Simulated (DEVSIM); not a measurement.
**Al0.1Ga0.9As/GaAs n-p heterojunction**

Structure: Al0.1Ga0.9As/GaAs n-p heterojunction, at 300 K.

| layer (left to right) | material | thickness (μm) | Nd (cm⁻³) | Na (cm⁻³) | τn (s) | τp (s) |
|---|---|---|---|---|---|---|
| 1 | Al0.1Ga0.9As | 0.220 | 3e16 | - | 9.3e-9 | 9.3e-9 |
| 2 | GaAs | 0.120 | - | 1.5e16 | 9.3e-9 | 9.3e-9 |

Left contact: ohmic. Right contact: ohmic. Voltage is applied to the left contact. Recombination: SRH at mid-gap, radiative, Auger. Mobility is μmin + (μ − μmin)/(1 + (N/Nref)^α).

This is a model device: material constants are rounded textbook-type values typed into the input, and sizes, dopings and lifetimes were drawn at random. Values at 300 K.

| parameter | Al0.1Ga0.9As | GaAs |
|---|---|---|
| gap (eV) | 1.5487 | 1.424 |
| affinity (eV) | 3.991 | 4.07 |
| permittivity | 12.62 | 12.9 |
| Nc (cm⁻³) | 5.17e17 | 4.7e17 |
| Nv (cm⁻³) | 9e18 | 9e18 |
| μn (cm²/Vs) | 6520 | 8500 |
| μp (cm²/Vs) | 317 | 400 |
| μn,min | 500 | 500 |
| μp,min | 20 | 20 |
| Nref,n | 6e16 | 6e16 |
| Nref,p | 1.5e17 | 1.5e17 |
| αn | 0.39 | 0.39 |
| αp | 0.38 | 0.38 |
| B (cm³/s) | 2e-10 | 2e-10 |
| Cn (cm⁶/s) | 1e-30 | 1e-30 |
| Cp (cm⁶/s) | 1e-30 | 1e-30 |

Model (solved in DEVSIM): 1D drift-diffusion, Boltzmann statistics, complete ionisation; no tunnelling, impact ionisation, image-force lowering or self-heating. Band offsets follow the typed affinities; no thermionic-emission limit at abrupt steps, no polarisation charge.

| Item | Value |
|---|---|
| Potential step across the device at zero bias | 1.264 V |
| Largest field in the device at zero bias | 70000 V/cm |
| Dark forward voltage at 1 A/cm² | 0.857 V |
| Dark forward voltage at 100 A/cm² | 0.989 V |

Dark forward current:

(V (V), J (A/cm²)): (-0.05, -4.4e-11); (-0.10, -1.6e-10); (-0.15, -4.6e-10); (-0.20, -1.3e-9); (-0.25, -3.7e-9); (-0.35, -3.4e-8); (-0.40, -1.2e-7); (-0.45, -5.2e-7); (-0.50, -2.6e-6); (-0.55, -1.5e-5); (-0.60, -8.8e-5); (-0.65, -0.00054); (-0.70, -0.0034); (-0.75, -0.021); (-0.80, -0.13); (-0.90, -4.6); (-0.95, -26); (-1.00, -140); (-1.05, -720); (-1.10, -3000)
